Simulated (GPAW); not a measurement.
**GPAW run on ZnSe (F-43m, 2 atoms in the cell): self-consistent single point**

Method of the run: LDA (Perdew-Wang 92), GPAW PAW datasets LDA (gpaw-data 1.0.1) (plane waves; GPAW).

Input:

```python
from ase import Atoms
from ase.units import GPa
from gpaw import GPAW, PW, FermiDirac

atoms = Atoms(['Zn', 'Se'],
              cell=[[0.000000, 2.820825, 2.820825],
                    [2.820825, 0.000000, 2.820825],
                    [2.820825, 2.820825, 0.000000]],
              positions=[[0.000000, 0.000000, 0.000000],
                         [1.410413, 1.410413, 1.410413]],
              pbc=True)

calc = GPAW(mode=PW(850),
            xc='LDA',
            kpts=(5, 5, 5),
            occupations=FermiDirac(0.01),
            nbands=-8,
            convergence={'forces': 0.001, 'bands': -6},
            symmetry={'symmorphic': False, 'tolerance': 0.0005},
            maxiter=100,
            txt='-')

atoms.calc = calc

energy = atoms.get_potential_energy()
print('Energy (eV):', round(energy, 6))
forces = atoms.get_forces()
print('Forces (eV/Ang):')
print(forces.round(5))
stress = atoms.get_stress()
print('Stress (GPa, Voigt):', (stress / GPa).round(4))
```

Log, with long lists cut:

```
Input parameters:
  convergence: {bands: -6,
                forces: 0.001}
  kpts: [5 5 5]
  maxiter: 100
  mode: {ecut: 850.0,
         name: pw}
  nbands: -8
  occupations: {fixmagmom: False,
                name: fermi-dirac,
                width: 0.01}
  symmetry: {symmorphic: False,
             tolerance: 0.0005}

species:
  Zn:
    name: Zinc
    Z: 30.0
    valence: 12
    core: 18
    charge: 0.0
    file: Zn.LDA.gz

    # Using partial waves for Zn as LCAO basis

  Se:
    name: Selenium
    Z: 34.0
    valence: 6
    core: 28
    charge: 0.0
    file: Se.LDA.gz

    # Using partial waves for Se as LCAO basis

Reference energy: -114805.075344  # eV

Spin-paired calculation

Convergence criteria:
 Maximum [total energy] change in last 3 cyles: 0.0005 eV / valence electron
 Maximum integral of absolute [dens]ity change: 0.0001 electrons / valence electron
 Maximum integral of absolute [eigenst]ate change: 4e-08 eV^2 / valence electron
 Maximum change in the atomic [forces] across last 2 cycles: 0.001 eV/Ang OR
Maximum error relative to the maximum force is below inf
 Maximum number of scf [iter]ations: 100

Symmetries present (total): 24
Symmetries with fractional translations: 0
125 k-points: 5 x 5 x 5 Monkhorst-Pack grid
10 k-points in the irreducible part of the Brillouin zone
       k-points in crystal coordinates                weights
   0:     0.00000000    0.00000000    0.00000000          1/125
   1:     0.20000000    0.20000000    0.00000000          6/125
   2:     0.20000000    0.20000000    0.20000000          8/125
   [... 7 lines left out ...]

Wave functions: Plane wave expansion
  Cutoff energy: 850.000 eV
  Number of coefficients (min, max): 2510, 2565
  Pulay-stress correction: 0.000000 eV/Ang^3 (de/decut=0.000000)

Occupation numbers: Fermi-Dirac:
  width: 0.0100  # eV

Eigensolver

Densities:
  Coarse grid: 27*27*27 grid
  Fine grid: 54*54*54 grid
  Total Charge: 0.000000

Density mixing:
  Method: separate
  Backend: pulay
  Linear mixing parameter: 0.05
  old densities: 5
  Damping of long wavelength oscillations: 50

Hamiltonian:
  XC and Coulomb potentials evaluated on a 54*54*54 grid
  External potential:
    NoExternalPotential

Number of atoms: 2
Number of atomic orbitals: 13
Number of bands in calculation: 17
Number of valence electrons: 18
Bands to converge: 11

Density initialized from atomic densities
  13 bands from LCAO basis set
  4 bands from random numbers

Atomic positions and initial magnetic moments

Positions:
   0 Zn     0.000000    0.000000    0.000000    ( 0.0000,  0.0000,  0.0000)
   1 Se     1.410413    1.410413    1.410413    ( 0.0000,  0.0000,  0.0000)

Unit cell:
           periodic     x           y           z      points  spacing
  1. axis:    yes    0.000000    2.820825    2.820825    27     0.1206
  2. axis:    yes    2.820825    0.000000    2.820825    27     0.1206
  3. axis:    yes    2.820825    2.820825    0.000000    27     0.1206

  Lengths:   3.989249   3.989249   3.989249
  Angles:   60.000000  60.000000  60.000000

Effective grid spacing dv^(1/3) = 0.1316

     iter     time        total  log10-change:
                         energy   eigst   dens  force
iter:   1 --:--:--    -7.665312   +0.82
iter:   2 --:--:--    -7.633794   -0.05  -1.24
iter:   3 --:--:--    -7.453889   -1.18  -1.28
iter:   4 --:--:--    -7.487586   -1.99  -1.60
iter:   5 --:--:--    -7.464244   -1.66  -1.74
iter:   6 --:--:--    -7.455234   -3.64  -2.36
iter:   7 --:--:--    -7.451523   -4.19  -2.41
iter:   8 --:--:--    -7.437612   -2.66  -2.46
iter:   9 --:--:--    -7.437430   -3.96  -3.01
iter:  10 --:--:--    -7.437440c  -5.27  -3.20
iter:  11 --:--:--    -7.437304c  -4.62  -3.27
iter:  12 --:--:--    -7.437302c  -5.84  -4.04c
iter:  13 --:--:--    -7.437301c  -6.83  -4.13c
iter:  14 --:--:--    -7.437300c  -6.84  -4.22c
iter:  15 --:--:--    -7.437300c  -6.67  -4.31c
iter:  16 --:--:--    -7.437300c  -7.18  -4.50c
iter:  17 --:--:--    -7.437300c  -9.06c -5.09c
iter:  18 --:--:--    -7.437300c  -9.79c -5.11c -15.97c

Converged after 18 iterations.

Dipole moment: (-3.634352, -3.634352, -3.634352) |e|*Ang

Energy contributions relative to reference atoms: (reference = -114805.075344)

Kinetic:        +10.851708
Potential:       -9.201440
External:        +0.000000
XC:              -9.063793
Entropy (-ST):   -0.000000
Local:           -0.023775
SIC:             +0.000000
--------------------------
Free energy:     -7.437300
Extrapolated:    -7.437300

Showing only first 2 kpts
 Kpt  Band  Eigenvalues  Occupancy
  0     7      3.71203    2.00000
  0     8      3.71203    2.00000
  0     9      4.80523    0.00000
  0    10      9.41621    0.00000

  1     7      2.76425    2.00000
  1     8      2.76425    2.00000
  1     9      7.26076    0.00000
  1    10      7.92435    0.00000

Fermi level: 4.05436

Gap: 1.093 eV
Transition (v -> c):
  (s=0, k=0, n=8, [0.00, 0.00, 0.00]) -> (s=0, k=0, n=9, [0.00, 0.00, 0.00])
No difference between direct/indirect transitions
Energy (eV): -7.4373

Forces in eV/Ang:
  0 Zn   -0.00000   -0.00000   -0.00000
  1 Se    0.00000    0.00000    0.00000

Stress tensor:
     0.017104    -0.000000     0.000000
    -0.000000     0.017104     0.000000
     0.000000     0.000000     0.017104
Stress (GPa, Voigt): [ 2.7404  2.7404  2.7404  0.      0.     -0.    ]
```

The run converged in 18 iterations. GPAW prints stress with tension positive.

The starting cell has typed, rounded lattice constants, without a prior relaxation at this level. Its lattice was rescaled by up to half a per cent.
